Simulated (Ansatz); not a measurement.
Abridged Ansatz (a quantum-chemistry and plane-wave program) output:

```
Relaxation: its limit of steps is 50 (relax.max_steps)
Pseudopotential: Ag, paw, valence charge 19
Crystal: 1 atoms, lattice volume = 17.282 Å³
Basis set: ecut = 420 eV, 331 PW (Γ), exchange–correlation on 40×40×40 points (8 copies of the dense FFT grid, shifted against one another)
Bands: 14, of which v1, the nominal top of the filled ones, is band 10 counted from 1 (9 counted from 0)
Symmetry: 48 space group operations
k-points: 624 of 21952
Functional: x = pbesol(κ = 0.804, μ = 0.12345679012345678), c = pbesol(β = 0.046)
SCF iter   1: F=—  HF=-7522.249233 eV  |F-HF|=—  |Δ(HF+E_count)|=         —  Δρ=1.01e-2  dr2=1.64e-2  ethr=1.77e-3  ⟨swp⟩=4.6  Hψ=43274  notcnv=0
SCF iter   2: F=—  HF=-7522.244721 eV  |F-HF|=—  |Δ(HF+E_count)|=   4.51e-3  Δρ=2.71e-3  dr2=1.24e-3  ethr=8.66e-5  ⟨swp⟩=1.6  Hψ=15044  notcnv=0
SCF 1 converged in 6 iterations: F = -7522.244358 eV  dr2 = 5.84e-11
relax step   1: F+E_penalty+E_count = -7522.24435769 eV  Δ(F+E_penalty+E_count) = +0.000e0 eV  max|allowed force component| = 0.000e0 eV/Å  Δτ_max = 0.0000 Å  (6 SCF iters, accepted)
SCF converged after 6 iterations
Free energy (F): -7522.244358 eV
Internal energy: -7522.235921 eV  (E = F + TS)
E sigma→0 (E₀):  -7522.240139 eV
Entropy (-TS):   -0.008437 eV (-8.437 meV/atom)
Fermi energy:    16.890226 eV
--- Forces (eV/Å), atoms counted from 1 ---
  atom   1  Ag    -0.00000000     0.00000000    -0.00000000
--- Stress (GPa, compression-positive) ---
       -3.953793      -0.000000      -0.000000
        0.000000      -3.953793       0.000000
       -0.000000      -0.000000      -3.953793
  P = ⅓ Tr σ = -3.9538 GPa (-39.538 kbar)
--- Relaxed structure (1 steps of the walk, 1 accepted, 0 SCFs on fresh bases) ---
  atoms:
    - { symbol: Ag, position: [0.0, 0.0, 0.0] }
```

Q: What was computed, and what are the main results?

A: Ag, 1 atom in the cell, with PBEsol (Ansatz), scalar-relativistic without spin-orbit coupling. The last SCF converged to F = -7522.244358 eV, or -7522.2444 eV per atom, at a pressure of -3.95 GPa. The total energy compares only with runs of the same code, potentials and settings.

The cells carry an imposed strain or load. Whether these cells are dynamically stable was not tested. The cell was made from Ag in the fcc (Cu type) structure (space group Fm-3m, No. 225) by this change: isotropic strain +1.24 %.

Keys are those of Ansatz 0.2.
